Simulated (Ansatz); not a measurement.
Checking a run of Ansatz (a quantum-chemistry and plane-wave program) on La₂Mg (Cmcm, 6 atoms in the cell). The aim is a self-consistent single point with DFT, PBEsol, plane waves, default PAW files made with PBE.

Cell that was meant: a = 6.2543 Å, b = 6.2543 Å, c = 5.6055 Å, α = 90.00°, β = 90.00°, γ = 60.41°.

Part of the input:

Ansatz 0.2 input:
```yaml
    - { symbol: Mg, position: [0.35378000, 0.64622000, 0.75000000] }
    - { symbol: Mg, position: [0.64622000, 0.35378000, 0.25000000] }
kpoints:
  mp_grid: { grid: [1, 1, 1], shift: [0.5, 0.5, 0.5] }
hamiltonian:
  xc: pbesol
  pseudopotentials: { kind: paw }
```

Output, abridged:

```
WARN basis.ecutwfc = 420 eV, the default
WARN ansatz: RAYON_NUM_THREADS=1 ignored (pool sized by the plan → 1); use --threads N
   [... lines left out ...]
PAW frozen core: Mg, regenerated for the run's functional, and the local potential with it
Initial density: superposition of atomic densities (neutral atoms: chi_scale 0, normalization atom), corrected by the library's trained network
Initial wavefunctions: pseudopotential atomic-orbital guess
Eigensolver: davidson
Functional: x = pbesol(κ = 0.804, μ = 0.12345679012345678), c = pbesol(β = 0.046)
SCF iter   1: F=—  HF=-28470.069825 eV  |F-HF|=—  |Δ(HF+E_count)|=         —  Δρ=1.57e-2  dr2=8.00e-1  ethr=1.77e-3  ⟨swp⟩=12.0  Hψ=188  notcnv=0
all-band conjugate gradients solve this SCF's bands
preconditioner: auto → Resta (q_TF=auto, 2.274 Å⁻¹)
SCF iter   2: F=—  HF=-28469.909703 eV  |F-HF|=—  |Δ(HF+E_count)|=   1.60e-1  Δρ=8.57e-3  dr2=1.44e-1  ethr=1.25e-3  ⟨swp⟩=4.0  Hψ=62  notcnv=0
   [... lines left out ...]
SCF iter   6: F=—  HF=-28469.882554 eV  |F-HF|=—  |Δ(HF+E_count)|=   7.95e-5  Δρ=2.38e-5  dr2=2.42e-6  ethr=3.88e-8  ⟨swp⟩=2.0  Hψ=73  notcnv=0
SCF iter   7: F=—  HF=-28469.882554 eV  |F-HF|=—  |Δ(HF+E_count)|=   2.74e-7  Δρ=6.34e-6  dr2=1.08e-7  ethr=3.78e-9  ⟨swp⟩=2.0  Hψ=53  notcnv=0
SCF iter   8: F=-28469.882554 eV  HF=-28469.882554 eV  |F-HF|=3.27e-10  |Δ(HF+E_count)|=   4.58e-9  Δρ=8.79e-7  dr2=1.65e-9  ethr=1.56e-10  ⟨swp⟩=14.0  Hψ=200  notcnv=0
SCF 1 converged in 8 iterations: F = -28469.882554 eV  dr2 = 1.65e-9
Free energy (F): -28469.882554 eV
Internal energy: -28469.819979 eV  (E = F + TS)
E sigma→0 (E₀):  -28469.851266 eV
Entropy (-TS):   -0.062575 eV (-10.429 meV/atom)
Fermi energy:    9.531988 eV
--- Forces (eV/Å), atoms counted from 1 ---
  atom   1  La     1.33116874    -1.54904954     0.00000000
  atom   2  La    -1.33116874     1.54904954     0.00000000
  atom   3  La     1.33116874     1.54904954     0.00000000
  atom   4  La    -1.33116874    -1.54904954     0.00000000
  atom   5  Mg     0.00000000    -0.66559082     0.00000000
  atom   6  Mg     0.00000000     0.66559082     0.00000000
--- Stress (GPa, compression-positive) ---
        3.343810       0.000000       0.000000
        0.000000      -9.960530       0.000000
        0.000000       0.000000       7.509238
  P = ⅓ Tr σ = 0.2975 GPa (2.975 kbar)
  The stress holds the Pulay correction. Without it, at fixed plane waves, as pw.x and ABINIT print it: P = 0.2928 GPa
```

Is anything amiss in this input, and did it matter?

The run is not sound. The fault is a single k-point for a small metallic cell. One k-point cannot sample the Fermi surface of a small cell. To fix it, use a converged k-point mesh. The run converged in 8 iterations without an error; against the sound input the free energy goes down by 73.8 meV/atom, the pressure goes from -1.80 to 0.30 GPa and the largest force goes from 0.077 to 2.042 eV/Å.

The sound input it was made from differs as follows (other fixes are possible):
```diff
-  mp_grid: { grid: [1, 1, 1], shift: [0.5, 0.5, 0.5] }
+  mp_grid: { grid: [3, 3, 3], shift: [0.5, 0.5, 0.5] }
```

With that input, the run converged in 6 iterations: free energy E − TS (on the zero of these files) -28469.4400 eV; Fermi level (on the code's own zero) 9.82 eV; pressure -1.80 GPa; largest force (vector length) 0.077 eV/Å (DFT, PBEsol, plane waves, default PAW files made with PBE).

On the sound input: the starting cell comes from a database of computed structures (which also holds hypothetical and non-ambient phases and stackings), without a prior relaxation at this level. Ansatz's pressure includes its estimate of the finite-basis (Pulay) stress. Without a gap this mesh is coarse (it stands for a supercell whose shortest vector is 17 Å).
